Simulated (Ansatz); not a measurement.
For GePd (model structure, started from the NbAs type, I4₁md, No. 109, 4 atoms in the cell), PBEsol (plane waves, PAW; Ansatz, a quantum-chemistry and plane-wave program) gives:

- equilibrium lattice constant a: 3.107 Å
- lattice parameter c: 13.519 Å

### Question
What does PBE-D3(BJ) in Ansatz (plane waves, PAW) give for the same quantities?

### Answer

- lattice constant a: 3.103 Å (falls by 0.1 %)
- lattice parameter c: 13.671 Å (increases by 1.1 %)

Changes are worked out from the printed values.

Unless a cell is named, each level is at its own relaxed cell (PBEsol 16.31, PBE-D3(BJ) 16.46 Å³/atom).

Ansatz's density-functional and Hartree–Fock values are scalar-relativistic unless marked +SOC, with PAW data made under PBE.

A model structure was made by putting elements into a prototype or built by hand; it is no filed structure, need not be a known phase, and can be a saddle point held by its symmetry.
